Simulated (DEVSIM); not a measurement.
Device: abrupt Si n-p junction, at 300 K.

```tsv
layer (left to right)	material	thickness (μm)	Nd (cm⁻³)	Na (cm⁻³)	τn (s)	τp (s)
1	Si	15.0	1.1e16	-	0.00014	0.00014
2	Si	1.80	-	3.3e14	0.00014	0.00014
```

Left contact: ohmic. Right contact: ohmic. Voltage is applied to the left contact. Recombination: SRH at mid-gap, radiative, Auger. Mobility is constant in doping.

This is a model device: material constants are rounded textbook-type values typed into the input, and sizes, dopings and lifetimes were drawn at random. Values at 300 K; Nc and Nv go as T^1.5, mobilities as T to minus their exponent, the gap by Varshni's rule with the affinity fixed.

```
parameter               Si
----------------  --------
gap (eV)             1.124
affinity (eV)         4.05
permittivity          11.7
Nc (cm⁻³)          2.86e19
Nv (cm⁻³)           3.1e19
μn (cm²/Vs)           1417
μp (cm²/Vs)            470
T exponent of μn       2.3
T exponent of μp       2.2
B (cm³/s)          4.7e-15
Cn (cm⁶/s)         2.8e-31
Cp (cm⁶/s)         9.9e-32
Varshni α (eV/K)  0.000473
Varshni β (K)          636
```

DEVSIM, 1D drift-diffusion, Boltzmann statistics, complete ionisation; no tunnelling, impact ionisation, image-force lowering or self-heating.

The temperature was swept, all else fixed.

```tsv
temperature (K)	dark forward voltage at 100 A/cm² (V)	potential step across the device at zero bias (V)	largest field in the device at zero bias (V/cm)
250	0.765	0.732	8900
300	0.686	0.625	8600
350	0.610	0.514	8300
400	0.538	0.401	8100
450	0.469	0.286	7900
500	0.404	0.184	7600
```

From the first row to the last the dark forward voltage at 100 A/cm² goes from 0.765 to 0.404. From the first row to the last the potential step across the device at zero bias goes from 0.732 to 0.184.
